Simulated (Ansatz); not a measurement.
**ZnCu: pressure series**

Base system: ZnCu in the CsCl type structure (space group Pm-3m, No. 221; a = 2.9188 Å).

Cell and atoms are relaxed at each pressure.

Method: r2SCAN, PAW, 500 eV (Ansatz, a quantum-chemistry and plane-wave program; spin-orbit coupling left out).

```json
[
 {"pressure (GPa)": "-2", "volume per atom (Å³/atom)": "12.625"},
 {"pressure (GPa)": "-1", "volume per atom (Å³/atom)": "12.527"},
 {"pressure (GPa)": "0", "volume per atom (Å³/atom)": "12.433"},
 {"pressure (GPa)": "7", "volume per atom (Å³/atom)": "11.872"},
 {"pressure (GPa)": "15", "volume per atom (Å³/atom)": "11.371"},
 {"pressure (GPa)": "30", "volume per atom (Å³/atom)": "?"},
 {"pressure (GPa)": "50", "volume per atom (Å³/atom)": "10.000"},
 {"pressure (GPa)": "75", "volume per atom (Å³/atom)": "9.392"},
 {"pressure (GPa)": "100", "volume per atom (Å³/atom)": "8.928"}
]
```

Q: Fit the third-order Birch–Murnaghan form P(V) = (3B₀/2)[(V₀/V)^(7/3) − (V₀/V)^(5/3)]·[1 + (3/4)(B₀′ − 4)((V₀/V)^(2/3) − 1)] (squares taken in P) to the rows shown and predict the withheld row.

A: Least squares on the printed values gives V₀ = 12.432 Å³/atom, B₀ = 136 GPa, B₀′ = 4.8; this predicts 10.671 Å³/atom, and the run gives 10.670 Å³/atom, in agreement.

Measured bulk modulus of ZnCu: 116 GPa (temperature not stated; as listed in Niraj K. Nepal et al., Phys. Rev. B (2020)); the computed value is for a static lattice, so the two differ by thermal effects too.

Load acts through the strain it causes; cell and atoms are relaxed under it. Stability against distortions was not tested. No other phases were tried under pressure. All final runs are without spin polarisation.
